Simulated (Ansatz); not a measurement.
# A computed series for hypothetical cubic perovskite RbSrBr3: response to strain

The reference is RbSrBr3 in the cubic perovskite structure (space group Pm-3m, No. 221; a hypothetical phase, not in the database extracts checked).

```xyz
5
Lattice="5.9987 0.0000 0.0000 0.0000 5.9987 0.0000 0.0000 0.0000 5.9987" Properties=species:S:1:pos:R:3 pbc="T T T"
Rb     0.0000     0.0000     0.0000
Sr     2.9993     2.9993     2.9993
Br     0.0000     2.9993     2.9993
Br     2.9993     2.9993     0.0000
Br     2.9993     0.0000     2.9993
```

Cartesian axes are those of the cell as printed.

Strains are applied to the cell and any free atomic positions relax; under biaxial strain the out-of-plane vector relaxes too.

Levels (all Ansatz, a quantum-chemistry and plane-wave program, PAW): PBE (420 eV, no spin-orbit coupling); r2SCAN (500 eV, without spin-orbit coupling).

The base cell above is that of PBE; each level relaxes its own structures.

Notes on the quantities. energy relative to the base: free energy F.

```csv
case,"energy relative to the base, PBE","energy relative to the base, r2SCAN"
"biaxial strain −1.51 %, plane normal [001], relaxed out of plane",+2.8 meV/atom,+3.2 meV/atom
"biaxial strain +4.40 %, plane normal [001], relaxed out of plane",+20 meV/atom,+21 meV/atom
"biaxial strain +3.86 %, plane normal [111], relaxed out of plane",+7.6 meV/atom,+7.9 meV/atom
uniaxial strain ε_xx = −4.42 %,+12 meV/atom,+14 meV/atom
uniaxial strain ε_xx = +0.33 %,+0.1 meV/atom,+0.1 meV/atom
uniaxial strain ε_yy = −0.41 %,+0.1 meV/atom,+0.1 meV/atom
uniaxial strain ε_yy = +1.18 %,+0.7 meV/atom,+0.8 meV/atom
uniaxial strain ε_yy = +1.92 %,+1.9 meV/atom,+2.0 meV/atom
```

The two levels differ by at most about 2.0 meV/atom. They put the cases in the same order.

No phonon test of stability was made. Many cubic perovskites are stable only at high temperature; tilts and polar distortions were not tested.
